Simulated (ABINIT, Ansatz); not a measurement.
An Ansatz (a first-principles code) input for a self-consistent single point of TiCo (Pm-3m, 2 atoms in the cell) (DFT, PBE, plane waves, default PAW files):

Ansatz 0.2 input:
```yaml
# TiCo
crystal:
  lattice:
    - [2.963090, 0.000000, 0.000000]
    - [0.000000, 2.963090, 0.000000]
    - [0.000000, 0.000000, 2.963090]
  atoms:
    - { symbol: Ti, position: [0.000000, 0.000000, 0.000000] }
    - { symbol: Co, position: [0.500000, 0.500000, 0.500000] }
basis:
  ecutwfc: 420.0
kpoints:
  mp_grid: { grid: [9, 9, 9] }
hamiltonian:
  xc: pbe
  pseudopotentials: { kind: paw }
scf:
  occupations: { method: fermi_dirac, width: 0.136 }
output:
  forces: true
  eigenvalues: true
  stress: true
```

Question: Translate this input to ABINIT.

Answer: This is the input that was run; spellings and numerical settings could be chosen otherwise.

```
# TiCo, PseudoDojo nc-sr-05 PBE standard
pp_dirpath "./"
pseudos "Ti.upf, Co.upf"
acell 5.5994285826 5.5994285826 5.5994285826
rprim
         1.0000000000    0.0000000000    0.0000000000
         0.0000000000    1.0000000000    0.0000000000
         0.0000000000    0.0000000000    1.0000000000
natom 2
ntypat 2
znucl 22 27
typat 1 2
xcart
         0.0000000000    0.0000000000    0.0000000000
         2.7997142913    2.7997142913    2.7997142913
ecut 48
occopt 3
tsmear 0.136 eV
nband 21
kptopt 1
ngkpt 9 9 9
nshiftk 1
shiftk 0 0 0
nstep 100
tolvrs 1.0e-11
prtwf 0
prtden 0
enunit 1
```

Basis settings and potentials, where a program has them, do not carry over. This input uses DFT, PBE, plane waves, norm-conserving pseudopotentials (PseudoDojo nc-sr-05 PBE standard). Both were run: pressure 1.96 GPa in Ansatz and 1.99 in ABINIT. Ansatz's pressure is the one without its finite-basis correction.

On Ansatz: the starting cell has typed, rounded lattice constants, without a prior relaxation at this level. Its lattice was rescaled by a random factor within 2.5 % of one. Spin polarisation is off.

On ABINIT: the starting cell has typed, rounded lattice constants, without a prior relaxation at this level. Its lattice was rescaled by a random factor within 2.5 % of one. Spin polarisation is off.
